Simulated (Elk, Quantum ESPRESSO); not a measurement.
A Quantum ESPRESSO input for a self-consistent single point of Rh (Fm-3m, 1 atom in the cell) (DFT, PBE, plane waves, SSSP 1.1.2 precision (PBE) pseudopotentials):

```fortran
&control
 calculation = 'scf',
 prefix = 'scf',
 outdir = './tmp',
 pseudo_dir = './',
 tprnfor = .true.,
 tstress = .true.,
/
&system
 ibrav = 2,
 A = 3.719194000,
 nat = 1,
 ntyp = 1,
 ecutwfc = 75,
 occupations = 'smearing',
 smearing = 'gaussian',
 degauss = 0.0147,
/
&electrons
 conv_thr = 1.0e-11,
 mixing_beta = 0.3,
/
ATOMIC_SPECIES
Rh   102.9055  Rh_ONCV_PBE-1.0.oncvpsp.upf
ATOMIC_POSITIONS angstrom
Rh    0.000000000    0.000000000    0.000000000
K_POINTS automatic
12 12 12  0 0 0
```

Question: Write the same calculation as an input for Elk.

Answer: This is the input that was run; spellings and numerical settings could be chosen otherwise.

```
tasks
  0

xctype
  20

rgkmax
  8.0

gmaxvr
  16.0

nxlo
  2

lorbcnd
  .true.

rmtscf
  0.9

lmaxi
  2

stype
  0

swidth
  0.00734986

maxscl
  100

avec
    0.0000000000    3.5141290322    3.5141290322
    3.5141290322    0.0000000000    3.5141290322
    3.5141290322    3.5141290322    0.0000000000

atoms
  1
  'Rh.in'
  1
  0.0000000000  0.0000000000  0.0000000000    0.0 0.0 0.0

ngridk
  12 12 12
```

Basis, cutoffs, solver keys and any potentials are the target program's own. This input uses DFT, PBE, all-electron FP-LAPW, Elk's shipped species files, APW+lo basis with extra local orbitals.

The starting cell comes from a database of computed structures (which also holds hypothetical and non-ambient phases and stackings), without a prior relaxation at this level. Its lattice was rescaled by a random factor within 2.5 % of one.
